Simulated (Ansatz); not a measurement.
BGeSiN (model structure, started from the AlSiCN type, R3m, No. 160, 4 atoms in the cell): properties by level of theory

| level (code) | equilibrium lattice constant a (Å) | c axis length (Å) | cohesive energy (eV/atom) |
|---|---|---|---|
| PBE (Ansatz) | … | … | … |
| PBEsol (Ansatz) | 3.259 | 16.332 | … |
| PBE-D3(BJ) (Ansatz) | 3.264 | 16.328 | 5.00 |
| r²SCAN+rVV10 (Ansatz) | 3.260 | 16.301 | … |

Question: What belongs in the gaps?

Answer: 
- PBE (Ansatz, a program for electronic structure), equilibrium lattice constant a (Å): 3.297
- PBE (Ansatz), c axis length (Å): 16.446
- PBE (Ansatz), cohesive energy (eV/atom): 4.74
- PBEsol (Ansatz), cohesive energy (eV/atom): 5.16
- r²SCAN+rVV10 (Ansatz), cohesive energy (eV/atom): 4.82

Ansatz's density-functional and Hartree–Fock values are scalar-relativistic unless marked +SOC, with PAW data made under PBE.

Free atoms are spin-polarised, in the lowest state found; at levels without +SOC their spin–orbit coupling is left out.

Static lattice: no zero-point or thermal effects.

A model structure was made by putting elements into a prototype or built by hand; it is no filed structure, need not be a known phase, and can be a saddle point held by its symmetry.
